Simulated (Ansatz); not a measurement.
# LuAlO₃ (R-3c, No. 167, 10 atoms in the cell; start mp-754435)

The numbers are results of HSE06+SOC (PAW; Ansatz, a quantum-chemistry and plane-wave program), not measurements.

Settings: plane-wave cutoff 460 eV, 6×6×6 k mesh, Fermi–Dirac smearing 0.01 eV, PAW data made under PBE.

Cell (relaxed with PBEsol):

```cif
data_Al2Lu2O6
_chemical_formula_sum 'Lu2 Al2 O6'
_space_group_name_H-M_alt 'P 1'
_space_group_IT_number 1
_cell_length_a 5.14397
_cell_length_b 5.14397
_cell_length_c 5.14397
_cell_angle_alpha 61.058
_cell_angle_beta 61.058
_cell_angle_gamma 61.058
loop_
_space_group_symop_operation_xyz
  'x, y, z'
loop_
_atom_site_label
_atom_site_type_symbol
_atom_site_fract_x
_atom_site_fract_y
_atom_site_fract_z
_atom_site_occupancy
Lu1 Lu 0.75000 0.75000 0.75000 1
Lu2 Lu 0.25000 0.25000 0.25000 1
Al1 Al 0.00000 0.00000 0.00000 1
Al2 Al 0.50000 0.50000 0.50000 1
O1 O 0.75000 0.33457 0.16543 1
O2 O 0.25000 0.66543 0.83457 1
O3 O 0.16543 0.75000 0.33457 1
O4 O 0.83457 0.25000 0.66543 1
O5 O 0.33457 0.16543 0.75000 1
O6 O 0.66543 0.83457 0.25000 1
```

| Quantity | Value |
|---|---|
| band gap | 6.96 eV (on the SCF k mesh) (direct) |

Note: cell and atoms aren't relaxed at this level (pressure 0.8 GPa).

Computed values are for the static lattice.

A start named mp-… is a Materials Project structure, which need not be a measured phase.
